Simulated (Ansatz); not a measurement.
Partial pair distribution functions of a relaxed model of amorphous Si26O36C8, broadened by 0.06 Å; density 2.13 g/cm³. All values below come from PBE, scalar-relativistic without spin-orbit coupling (plane waves to 420 eV, PAW; Ansatz, a quantum-chemistry and plane-wave program).

The cell was made by melting and quenching with the CHGNet potential and then relaxed with DFT. O atoms were pushed apart under 1.9 Å during the dynamics, to hinder bonds among them. The hot cell started wider than the set density and was brought back towards it in steps. It is the lowest in DFT energy of 2 quenches. It is a model cell: composition and starting density were chosen by hand, and all elements were melted together. No dispersion term was used. Its density started from a set value of 2.36 and ended at 2.13 g/cm³. Cooling (nominally 1000 K/ps over its main leg) ran many orders faster than in experiment, which tends to leave more defects and strain. A cell of this size samples the disorder only roughly. Volume and shape were free in the relaxation.

| r (Å) | g Si-O | g Si-Si | g O-O | g C-C |
|---|---|---|---|---|
| 1.00 | 0.00 | 0.00 | 0.00 | 0.01 |
| 1.10 | 0.00 | 0.00 | 0.00 | 1.15 |
| 1.20 | 0.00 | 0.00 | 0.00 | 10.66 |
| 1.30 | 0.00 | 0.00 | 0.00 | 11.80 |
| 1.40 | 0.01 | 0.00 | 0.00 | 17.74 |
| 1.50 | 1.17 | 0.00 | 0.00 | 4.48 |
| 1.60 | 11.91 | 0.00 | 0.00 | 0.09 |
| 1.70 | 9.16 | 0.00 | 0.00 | 0.00 |
| 1.80 | 0.56 | 0.00 | 0.00 | 0.00 |
| 1.90 | 0.00 | 0.00 | 0.00 | 0.00 |
| 2.00 | 0.00 | 0.00 | 0.00 | 0.00 |
| 2.10 | 0.00 | 0.00 | 0.00 | 0.00 |
| 2.20 | 0.00 | 0.17 | 0.00 | 0.00 |
| 2.30 | 0.00 | 1.53 | 0.00 | 0.00 |
| 2.40 | 0.00 | 2.32 | 0.01 | 0.00 |
| 2.50 | 0.00 | 1.14 | 0.71 | 0.11 |
| 2.60 | 0.03 | 0.23 | 4.98 | 1.78 |
| 2.70 | 0.20 | 0.20 | 6.31 | 1.86 |
| 2.80 | 0.22 | 0.37 | 1.91 | 0.12 |
| 2.90 | 0.31 | 0.85 | 0.34 | 0.00 |
| 3.00 | 0.50 | 1.96 | 0.24 | 0.01 |
| 3.10 | 0.58 | 2.81 | 0.54 | 0.78 |
| 3.20 | 1.01 | 1.97 | 0.80 | 3.25 |
| 3.30 | 1.19 | 1.02 | 1.07 | 1.21 |
| 3.40 | 1.24 | 0.49 | 0.68 | 0.04 |
| 3.50 | 1.38 | 0.43 | 0.72 | 0.00 |
| 3.60 | 1.27 | 0.27 | 0.94 | 0.00 |
| 3.70 | 1.27 | 0.20 | 0.75 | 0.00 |
| 3.80 | 1.35 | 0.55 | 0.86 | 0.06 |
| 3.90 | 1.43 | 0.88 | 0.85 | 0.85 |
| 4.00 | 1.46 | 0.78 | 0.69 | 0.80 |
| 4.10 | 1.66 | 0.86 | 0.55 | 0.05 |
| 4.20 | 1.65 | 0.78 | 0.90 | 0.02 |
| 4.30 | 1.28 | 1.16 | 0.75 | 0.72 |
| 4.40 | 0.76 | 1.46 | 0.69 | 2.15 |
| 4.50 | 0.67 | 1.40 | 1.31 | 2.31 |
| 4.60 | 0.89 | 0.75 | 1.04 | 1.47 |
| 4.70 | 0.83 | 1.04 | 1.15 | 0.14 |
| 4.80 | 0.74 | 1.35 | 1.09 | 0.17 |

Within 1.90 Å each Si has 2.54 O neighbours on average.
